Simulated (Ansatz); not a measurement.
The reference is LiF in the CsCl type structure (space group Pm-3m, No. 221; a = 2.5165 Å; a model cell, its experimental status unchecked). Axes: x, y, z lie along the cube axes.

Calculations: Ansatz (a program for electronic structure) r2SCAN, scalar-relativistic without spin-orbit coupling.

For the base:

* **Smallest direct gap**: 9.64 eV

One thing is altered: tensor shear ε_yz = +0.54 % (engineering shear γ = 0.0108); the atoms relax in the strained cell.

How does this affect the stress?

The stress (xx, yy, zz, yz, xz, xy; compression positive) is (0.00, 0.01, 0.01, 0.34, 0.00, 0.00) GPa.

What does the calculation give for the energy relative to the base after the change?

The energy stays essentially unchanged.

What happens to the smallest direct gap?

The smallest direct gap shrinks by 0.02 eV, from 9.64 eV to 9.62 eV.

Whether these cells are dynamically stable was not tested. Under tensor shear ε_yz = +0.54 % the cell ends below the base's energy or with stress of the wrong sign: the atoms slid into a distortion or the cell is elastically unstable, so the base is not a stable minimum at this level. This is not the structure that LiF has at room temperature and ambient pressure.
